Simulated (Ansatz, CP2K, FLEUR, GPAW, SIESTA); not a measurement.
# CsCaH₃ (Pm-3m, 5 atoms in the cell) computed with different codes at matched settings

Self-consistent single point.

```
CELL_PARAMETERS angstrom
      4.62119     0.00000     0.00000
      0.00000     4.62119     0.00000
      0.00000     0.00000     4.62119
ATOMIC_POSITIONS crystal
  Cs 0.00000 0.00000 0.00000
  Ca 0.50000 0.50000 0.50000
  H  0.50000 0.00000 0.50000
  H  0.00000 0.50000 0.50000
  H  0.50000 0.50000 0.00000
```

Shared settings, as Ansatz (a program for electronic structure) writes them: kpoints.mp_grid.grid = 6 6 6; scf.occupations.method = fermi_dirac; scf.occupations.width = 0.0007 Ry. Potentials and cutoffs stand in the table.

```
code                                                                                                                       model  pressure (GPa)  gap on the mesh (eV)           cutoff
------  ------------------------------------------------------------------------------------------------------------------------  --------------  --------------------  ---------------
Ansatz                                                                               LDA (PW92), default PAW files made with PBE           -2.41                 2.810          30.9 Ry
CP2K                                        LDA (Pade form), GPW, DZVP-MOLOPT-SR-GTH basis, GTH-PADE potentials (GTH_POTENTIALS)           -2.98                 2.722      grid 500 Ry
GPAW                                                               LDA (Perdew-Wang 92), GPAW PAW datasets LDA (gpaw-data 1.0.1)           -2.25                 2.822           800 eV
SIESTA  LDA PW92, numerical atomic orbitals DZP, PseudoDojo LDA standard norm-conserving potentials (rewritten from UPF to PSML)            0.45                 4.177      grid 400 Ry
FLEUR                                               LDA (Perdew-Zunger), all-electron FLAPW (FLEUR), scalar-relativistic valence               –                 2.808  Kmax 4.7 1/bohr
```

A dash marks a value that a program does not give, or that is left out as unsure.

Gaps are read on the mesh.

The spread over the programs that give each value: pressure within 3.43 GPa; gap on the mesh within 1.455 eV.

CP2K and SIESTA use small atom-centred bases, whose incompleteness enters pressures, forces and empty levels differently from a plane-wave cutoff. FLEUR treats all electrons, but the usual bases taken here (sphere radii, linearisation, local orbitals, empty states) were not tested for convergence, so the values are no reference for the others. Ansatz's pressure is given at a fixed set of plane waves, as the other plane-wave codes print theirs; with its correction for the finite basis it is -2.36 GPa. In the pressure, SIESTA (by 2.78) lies more than 1 GPa from the median of the plane-wave programs. In the gap, SIESTA (by 1.361) lies more than 0.12 eV from the median of the plane-wave programs.

The starting cell comes from a database of computed structures (which also holds hypothetical and non-ambient phases and stackings), without a prior relaxation at this level.

Left out of this page: ABINIT (with a known weakness of the program).

Keys are those of Ansatz 0.2.
